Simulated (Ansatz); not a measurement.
# Rh under a change: tensor shear ε_xy = +1.71 %

Consider Rh in the fcc (Cu type) structure (space group Fm-3m, No. 225; a = 3.782 Å; relaxed with 0.1 eV smearing). Axes: x, y, z lie along the cube axes.

Modification: a pure shear with ε_xy = ε_yx = 0.0171, atoms relaxed at fixed cell.

The values are results of PBEsol in Ansatz (plane waves to 420 eV, PAW, no spin-orbit coupling), not measurements. Γ-centred 30×30×30 mesh, Fermi–Dirac width 0.1 eV.

```tsv
quantity	base	changed	shift
volume per atom	13.52 Å³	13.52 Å³	0.00 Å³
space group	Fm-3m (No. 225)	Immm (No. 71)	–
shortest interatomic distance	2.674 Å	2.628 Å	-0.046 Å
energy relative to the base (free energy F)	0 meV/atom	+10 meV/atom	+10 meV/atom
pressure (mean of the normal stresses, compression positive)	0.0 GPa	0.4 GPa	+0.4 GPa
band gap	zero	zero	–
stress (xx, yy, zz, yz, xz, xy; compression positive)	–	(0.7, 0.7, 0.0, 0.0, 0.0, -7.1) GPa	–
```

Final structure:

```yaml
crystal:
  lattice:
    - [0.03233, 1.89079, 1.89079]
    - [1.89079, 0.03233, 1.89079]
    - [1.92312, 1.92312, 0.00000]
  atoms:
    - { symbol: Rh, position: [0.00000, 0.00000, 0.00000] }
```

The cells carry an imposed strain or load. Whether these cells are dynamically stable was not tested. All final runs are without spin polarisation.

Ansatz is a program for electronic structure.
